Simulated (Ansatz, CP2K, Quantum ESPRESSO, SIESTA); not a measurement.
# Code comparison for Ba₂IrO₄ (P1, 7 atoms in the cell)

Self-consistent single point, at a second geometry (atoms moved at random). First geometry:

```
Ba2IrO4
1.0
   -2.01654     2.01654     6.71838
    2.01654    -2.01654     6.71838
    2.01654     2.01654    -6.71838
Ba Ir O
2 1 4
Cartesian
  0.00000   0.00000   4.76884
  0.00000   0.00000   8.66793
  0.00000   0.00000   0.00000
  0.00000   2.01654   0.00000
  2.01654   0.00000   0.00000
  0.00000   0.00000   2.07208
  0.00000   0.00000  11.36469
```

Second geometry:
```yaml
crystal:
  lattice:
    - [-2.01654, 2.01654, 6.71838]
    - [2.01654, -2.01654, 6.71838]
    - [2.01654, 2.01654, -6.71838]
  atoms:
    - { symbol: Ba, position: [0.36234, 0.36103, 0.01207] }
    - { symbol: Ba, position: [0.65530, 0.65387, 0.01675] }
    - { symbol: Ir, position: [0.97841, 0.98772, 0.96793] }
    - { symbol: O, position: [0.50267, 0.99475, 0.49176] }
    - { symbol: O, position: [0.98586, 0.50662, 0.48840] }
    - { symbol: O, position: [0.15732, 0.14615, 0.00655] }
    - { symbol: O, position: [0.85811, 0.84986, 0.01654] }
```

Shared settings, as Ansatz (a first-principles code) writes them: kpoints.mp_grid.grid = 7 7 7; scf.occupations.method = fermi_dirac; scf.occupations.width = 0.0073 Ry. Potentials and cutoffs stand in the table.

| code | model | ΔF from the first geometry (meV/atom) | pressure (GPa) | largest force (eV/Å) | cutoff |
|---|---|---|---|---|---|
| SIESTA | LDA PW92, numerical atomic orbitals DZP, PseudoDojo LDA standard norm-conserving potentials (rewritten from UPF to PSML) | 35.9 | -3.31 | 2.862 | grid 350 Ry |
| CP2K | LDA (Pade form), GPW, DZVP-MOLOPT-SR-GTH basis, GTH-PADE potentials (GTH_POTENTIALS) | 24.7 | -7.62 | 2.738 | grid 500 Ry |
| Quantum ESPRESSO | LDA (PZ), GBRV 1.5 ultrasoft (LDA) pseudopotentials | 27.6 | -6.11 | 2.717 | 40 Ry |
| Ansatz | LDA (PW92), PAW files made with PBE | 26.3 | -7.73 | 2.625 | 30.9 Ry |

Size of the force on each atom (eV/Å): Sizes of forces hide their directions.

| code | Ba1 | Ba2 | Ir3 | O4 | O5 | O6 | O7 |
|---|---|---|---|---|---|---|---|
| SIESTA | 1.247 | 1.520 | 2.862 | 1.311 | 1.090 | 1.360 | 0.635 |
| CP2K | 0.296 | 0.432 | 2.738 | 1.130 | 0.924 | 0.524 | 0.640 |
| Quantum ESPRESSO | 0.276 | 0.417 | 2.717 | 1.224 | 0.997 | 0.743 | 0.478 |
| Ansatz | 0.298 | 0.435 | 2.625 | 1.151 | 0.938 | 0.707 | 0.481 |

On Ansatz's run: spin-orbit coupling is off. Spin polarisation is off; with an odd number of electrons in the cell that forces a metal, and a magnetic state may lie lower.

The spread over the programs that give each value: ΔF from the first geometry within 11.2 meV/atom; pressure within 4.42 GPa; largest force within 0.237 eV/Å.

SIESTA and CP2K use small atom-centred bases, whose incompleteness enters pressures, forces and empty levels differently from a plane-wave cutoff. Ansatz's pressure is given at a fixed set of plane waves, as the other plane-wave codes print theirs; with its correction for the finite basis it is -7.30 GPa (the shift of 0.43 GPa shows how far the cutoff is from converged). The same LDA comes in different parametrisations, which differ slightly. In the pressure, SIESTA (by 3.61) lies more than 1 GPa from the median of the plane-wave programs. In the force vectors, SIESTA (by 1.179) and CP2K (by 0.323) lie more than 0.08 eV/Å from the median of the plane-wave programs.

The starting cell comes from a database of computed structures (which also holds hypothetical and non-ambient phases and stackings), without a prior relaxation at this level. For this run, on top of that: atoms moved at random.

Keys are those of Ansatz 0.2.
